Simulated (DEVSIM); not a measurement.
Structure: illuminated Si n-on-p cell, one wavelength, at 300 K.

Layer 1 from the left is Si, thickness (μm) 0.130, Nd (cm⁻³) 7.6e17, τn (s) 5e-8, τp (s) 2.3e-8, absorption coefficient (cm⁻¹) 970. Layer 2 from the left is Si, thickness (μm) 22.0, Na (cm⁻³) 1.3e16, τn (s) 1.1e-7, τp (s) 1.1e-7, absorption coefficient (cm⁻¹) 970.

Left contact: ohmic, minority hole recombination velocity 10000 cm/s. Right contact: ohmic, minority electron recombination velocity 7e6 cm/s. Voltage is applied to the left contact. Recombination: SRH at mid-gap, radiative, Auger. Light enters at the left, 3e18 photons cm⁻² s⁻¹, one pass, no reflection. Mobility is μmin + (μ − μmin)/(1 + (N/Nref)^α).

The device is made up for the run: typed textbook-type constants, with dimensions and the other settings drawn at random. Values at 300 K.

Si: gap (eV) 1.124, affinity (eV) 4.05, permittivity 11.7, Nc (cm⁻³) 2.86e19, Nv (cm⁻³) 3.1e19, μn (cm²/Vs) 1417, μp (cm²/Vs) 470, μn,min 52, μp,min 45, Nref,n 9.7e16, Nref,p 2.2e17, αn 0.68, αp 0.72, B (cm³/s) 4.7e-15, Cn (cm⁶/s) 2.8e-31, Cp (cm⁶/s) 9.9e-32.

Simulated with DEVSIM: 1D drift-diffusion, Boltzmann statistics, complete ionisation; no tunnelling, impact ionisation, image-force lowering or self-heating.

Task: What does the simulation give for the potential step across the device at zero bias, the open-circuit voltage, the share of generated pairs collected at short circuit, the short-circuit current?

Result: potential step across the device at zero bias 0.829 V; open-circuit voltage 0.593 V; share of generated pairs collected at short circuit 0.629; short-circuit current 267 mA/cm².
